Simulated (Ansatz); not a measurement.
System: L1₀ (CuAu-type) FePt. Method: PBE (Ansatz, a quantum-chemistry and plane-wave program, PAW).

Numerical settings: plane-wave cutoff 520 eV, 20×20×16 k mesh (along the axes of the cell as run), Fermi–Dirac smearing 0.05 eV, spin-polarised with parallel moments, scalar-relativistic PAW data made under PBE.

The cell is scaled about its equilibrium volume (c/a stays at 1.380):

Shape and atoms are relaxed at each volume.

```tsv
V (Å³/atom)	P (GPa)	moment (μB per cell of 2 atoms)
13.463	9.11	3.23
13.744	4.28	3.26
14.024	0.01	3.30
14.304	-3.79	3.34
14.585	-7.15	3.37
```

Note: the bulk modulus comes from volumes at which shape and atoms were relaxed.
